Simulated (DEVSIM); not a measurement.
Device: abrupt Ge p-n junction, at 400 K.

Layer 1 from the left is Ge, thickness (μm) 70.0, Na (cm⁻³) 3.3e16, τn (s) 1.6e-5, τp (s) 1.6e-5. Layer 2 from the left is Ge, thickness (μm) 64.0, Nd (cm⁻³) 6e17, τn (s) 1.6e-5, τp (s) 1.6e-5.

Left contact: ohmic. Right contact: ohmic. Voltage is applied to the left contact. Recombination: SRH at mid-gap, radiative, Auger. Mobility is μmin + (μ − μmin)/(1 + (N/Nref)^α).

The device is made up for the run: typed textbook-type constants, with dimensions and the other settings drawn at random. Values at 300 K; Nc and Nv go as T^1.5, mobilities as T to minus their exponent, the gap by Varshni's rule with the affinity fixed.

Ge: gap (eV) 0.664, affinity (eV) 4, permittivity 16, Nc (cm⁻³) 1.04e19, Nv (cm⁻³) 6e18, μn (cm²/Vs) 3900, μp (cm²/Vs) 1900, μn,min 150, μp,min 100, Nref,n 2.6e17, Nref,p 4e17, αn 0.56, αp 0.6, T exponent of μn 1.66, T exponent of μp 2.33, B (cm³/s) 6.4e-14, Cn (cm⁶/s) 1e-31, Cp (cm⁶/s) 1e-31, Varshni α (eV/K) 0.000477, Varshni β (K) 235.

Model (solved in DEVSIM): 1D drift-diffusion, Boltzmann statistics, complete ionisation; no tunnelling, impact ionisation, image-force lowering or self-heating.

Q: What does the simulation give for the dark forward voltage at 1 A/cm², the largest field in the device at zero bias, the dark forward voltage at 100 A/cm²?

A: dark forward voltage at 1 A/cm² 0.086 V; largest field in the device at zero bias 54000 V/cm; dark forward voltage at 100 A/cm² 0.269 V.
